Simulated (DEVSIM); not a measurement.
Structure: Al0.4Ga0.6As/GaAs p-n heterojunction, at 300 K.

```csv
layer (left to right),material,thickness (μm),Nd (cm⁻³),Na (cm⁻³),τn (s),τp (s)
1,Al0.4Ga0.6As,1.40,-,1.3e16,6.8e-9,6.8e-9
2,GaAs,0.330,4e14,-,6.8e-9,6.8e-9
```

Left contact: ohmic. Right contact: ohmic. Voltage is applied to the left contact. Recombination: SRH at mid-gap. Mobility is constant in doping.

This is a model device: material constants are rounded textbook-type values typed into the input, and sizes, dopings and lifetimes were drawn at random. Values at 300 K.

```csv
parameter,Al0.4Ga0.6As,GaAs
gap (eV),1.9228,1.424
affinity (eV),3.754,4.07
permittivity,11.76,12.9
Nc (cm⁻³),7.93e17,4.7e17
Nv (cm⁻³),9e18,9e18
μn (cm²/Vs),3220,8500
μp (cm²/Vs),158,400
```

DEVSIM, 1D drift-diffusion, Boltzmann statistics, complete ionisation; no tunnelling, impact ionisation, image-force lowering or self-heating. Band offsets follow the typed affinities; no thermionic-emission limit at abrupt steps, no polarisation charge.

**Question.** Tabulate band edges, carrier densities and field at zero bias.

**Answer.** Energies count from the Fermi level of the right contact; mesh points crowd at the junctions.

```csv
x (μm),Ec (eV),Ev (eV),n (cm⁻³),p (cm⁻³),field (V/cm)
0.000,1.754,-0.169,< 1e2,1.3e16,≈ 0
0.005609,1.754,-0.169,< 1e2,1.3e16,≈ 0
0.01683,1.754,-0.169,< 1e2,1.3e16,≈ 0
0.04196,1.754,-0.169,< 1e2,1.3e16,≈ 0
0.1190,1.754,-0.169,< 1e2,1.3e16,≈ 0
0.2626,1.754,-0.169,< 1e2,1.3e16,≈ 0
0.5499,1.754,-0.169,< 1e2,1.3e16,≈ 0
1.079,1.754,-0.169,< 1e2,1.3e16,-62
1.254,1.729,-0.193,< 1e2,5.1e15,-5900
1.332,1.635,-0.288,< 1e2,1.3e14,-19000
1.371,1.544,-0.379,< 1e2,3.9e12,-27000
1.392,1.483,-0.440,< 1e2,3.6e11,-31000
1.399,1.461,-0.462,< 1e2,1.6e11,-33000
1.403,1.131,-0.293,< 1e2,1.1e14,-30000
1.417,1.089,-0.335,< 1e2,2.1e13,-30000
1.442,1.015,-0.409,< 1e2,1.2e12,-30000
1.492,0.869,-0.555,1200,4.3e9,-29000
1.590,0.582,-0.842,7.8e7,65000,-29000
1.679,0.327,-1.097,1.5e12,< 1e2,-28000
1.708,0.243,-1.181,3.8e13,< 1e2,-28000
1.722,0.205,-1.219,1.7e14,< 1e2,-28000
1.730,0.183,-1.241,4.0e14,< 1e2,-28000
```
